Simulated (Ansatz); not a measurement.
Start from Rh in the fcc (Cu type) structure (space group Fm-3m, No. 225; a = 3.802 Å; relaxed with 0.1 eV smearing). Axes: x, y, z lie along the cube axes.

Computed with r2SCAN (Ansatz, an electronic-structure program, PAW, no spin-orbit coupling).

Strains are applied to the cell and any free atomic positions relax; under biaxial strain the out-of-plane vector relaxes too.

One change was made to it. Results:

```csv
quantity,base,after
energy relative to the base (free energy F),0 meV/atom,+15 meV/atom
volume per atom,13.73 Å³,14.04 Å³
```

Task: What was done to the base?
A. biaxial strain +0.50 %, plane normal [001], relaxed out of plane
B. biaxial strain +1.00 %, plane normal [001], relaxed out of plane
C. biaxial strain +3.00 %, plane normal [001], relaxed out of plane
D. biaxial strain +2.00 %, plane normal [001], relaxed out of plane
E. biaxial strain +1.50 %, plane normal [001], relaxed out of plane

Result: D, biaxial strain +2.00 %, plane normal [001], relaxed out of plane. For comparison, the energy relative to the base in the other runs: biaxial strain +1.50 %, plane normal [001], relaxed out of plane gives +8.5 meV/atom; biaxial strain +3.00 %, plane normal [001], relaxed out of plane gives +32 meV/atom; biaxial strain +1.00 %, plane normal [001], relaxed out of plane gives +3.8 meV/atom; biaxial strain +0.50 %, plane normal [001], relaxed out of plane gives +1.0 meV/atom.

Whether these cells are dynamically stable was not tested. All final runs are without spin polarisation. Rh lies near a magnetic instability that expansion can trigger; it was not tested.
